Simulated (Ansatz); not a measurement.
# Effect of isotropic strain −3.36 % on HfN

Base system: HfN in the rock salt structure (space group Fm-3m, No. 225; a = 4.548 Å).

Perturbation: an isotropic linear strain of −3.36 %; the atoms relax in the strained cell.

Calculations: PBE, PAW, 420 eV (Ansatz, a first-principles code; scalar-relativistic without spin-orbit coupling). Γ-centred 18×18×18 mesh, Fermi–Dirac width 0.05 eV.

The volume per atom drops by 1.15 Å³, from 11.76 Å³ to 10.61 Å³ and the space group is still Fm-3m (No. 225). The shortest interatomic distance falls by 0.076 Å, from 2.274 Å to 2.198 Å and the energy increases by 110 meV/atom. The band gap remains zero.

Final structure:

```
CELL_PARAMETERS angstrom
      0.00000     2.19754     2.19754
      2.19754     0.00000     2.19754
      2.19754     2.19754     0.00000
ATOMIC_POSITIONS crystal
  N  0.00000 0.00000 0.00000
  Hf 0.50000 0.50000 0.50000
```

No phonon test of stability was made. The final runs are not spin-polarised. An odd electron count without spin: HfN.
